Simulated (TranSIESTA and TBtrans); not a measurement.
# Cu chain with one bond stretched by 2.0 Å

System: Cu chain with one bond stretched by 2.0 Å. Leads: straight Cu chain, spacing 2.3 Å. Geometry: as built, not relaxed. Transport runs along z; the first 6 and the last 6 of the 20 atoms are the lead cells, repeated to infinity.

```xyz
20
Lattice="9.000 0.000 0.000 0.000 9.000 0.000 0.000 0.000 48.000" Properties=species:S:1:pos:R:3 pbc="F F T"
Cu     4.500     4.500     0.000
Cu     4.500     4.500     2.300
Cu     4.500     4.500     4.600
Cu     4.500     4.500     6.900
Cu     4.500     4.500     9.200
Cu     4.500     4.500    11.500
Cu     4.500     4.500    13.800
Cu     4.500     4.500    16.100
Cu     4.500     4.500    18.400
Cu     4.500     4.500    20.700
Cu     4.500     4.500    25.000
Cu     4.500     4.500    27.300
Cu     4.500     4.500    29.600
Cu     4.500     4.500    31.900
Cu     4.500     4.500    34.200
Cu     4.500     4.500    36.500
Cu     4.500     4.500    38.800
Cu     4.500     4.500    41.100
Cu     4.500     4.500    43.400
Cu     4.500     4.500    45.700
```

Method: TranSIESTA and TBtrans, PBE, DZP numerical orbitals (energy shift 0.15 eV), PseudoDojo norm-conserving scalar-relativistic potentials, mesh cutoff 200 Ry, 300 K, no spin polarisation, no spin-orbit coupling; self-consistent non-equilibrium Green functions.

```
Property                           Result
---------------------------------  ------
Conductance at 300 K (G0 = 2e²/h)    0.22
Thermopower (μV/K)                    2.9
Mean T from −0.5 to 0.5 eV           0.24
```

Energies count from the leads' Fermi level. Transmissions are for one spin of a degenerate pair. The energy step is 0.01 eV; narrower resonances are cut or missed.

```
E (eV)      T  lead channels
------  -----  -------------
-2.00   0.020              1
-1.90   0.024              1
-1.80   0.028              1
-1.70   0.033              1
-1.60   0.038              1
-1.50   0.044      band edge
-1.40   0.051              3
-1.30   0.058              3
-1.20   0.068              3
-1.10   0.085              4
-1.00    0.10              4
-0.90    0.12              4
-0.80    0.15              4
-0.70    0.16              4
-0.60    0.16              4
-0.50    0.16      band edge
-0.40    0.18      band edge
-0.30    0.21      band edge
-0.20    0.27              4
-0.10    0.40      band edge
0.00     0.22              1
0.10     0.24              1
0.20     0.25              1
0.30     0.26              1
0.40     0.26              1
0.50     0.27              1
0.60     0.28              1
0.70     0.29              1
0.80     0.29              1
0.90     0.30              1
1.00     0.32              1
1.10     0.33              1
1.20     0.34              1
1.30     0.36              1
1.40     0.37              1
1.50     0.39              1
1.60     0.41              1
1.70     0.43              1
1.80     0.46              1
1.90     0.48              1
2.00     0.51              1
```

The leads' channel count changes near -0.01 eV, within the thermal window, so values at the Fermi level hang on where that band edge falls. The straight chain is held at its spacing; free chains may zigzag or dimerise. No spin-polarised start was tried, so a magnetic state, if there is one, is missed.
